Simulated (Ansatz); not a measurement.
CdS under load (space group I-4m2), r2SCAN with spin-orbit coupling, rigid bands in Ansatz (an electronic-structure program). Condition of this run: uniaxial stress zz = -2 GPa (compression positive) (the target of the relaxation). Band gap 1.40 eV, N_c = 1.59e18 cm⁻³ and N_v = 3.47e19 cm⁻³ at 300 K, conductivity masses along y (a = (0.00, 2.86, 3.12) Å; b = (2.86, 0.00, 3.12) Å; c = (2.86, 2.86, 0.00) Å) of 0.160 mₑ (electrons) and 0.681 mₑ (holes). Take k_BT = 0.02585 eV.

Question: A film of it is 8 nm thick, with its normal along the direction named. Estimate the confinement energies in an infinite well.

Answer: ħ²π²/(2m t²) = 0.376 eV·nm²/(m/mₑ × t²) gives 36.7 meV for electrons and 8.63 meV for holes, so the gap would widen to about 1.45 eV. Finite barriers and nonparabolic bands lower this, and with several valleys or bands the heaviest mass along the normal sets the lowest level, not this average.

Question: Find the intrinsic carrier density and the intrinsic Fermi level.

Answer: n_i = √(N_c N_v) exp(−E_g/2k_BT) = 7.43e18 × exp(−27.08) = 1.3e7 cm⁻³. The level lies (k_BT/2) ln(N_v/N_c) = 40 meV from mid-gap (positive towards the conduction band). Each 0.1 eV added to the gap lowers n_i by a factor of 6.9.

Question: What thermal injection velocity √(2k_BT/πm) limits a ballistic channel along the direction named?

Answer: 1.35e7 cm/s for electrons and 6.52e6 cm/s for holes, a ratio of √(m_h/m_e) = 2.06, for dilute carriers.

Rigid bands with the computed gap; masses take one relaxation time for all states.
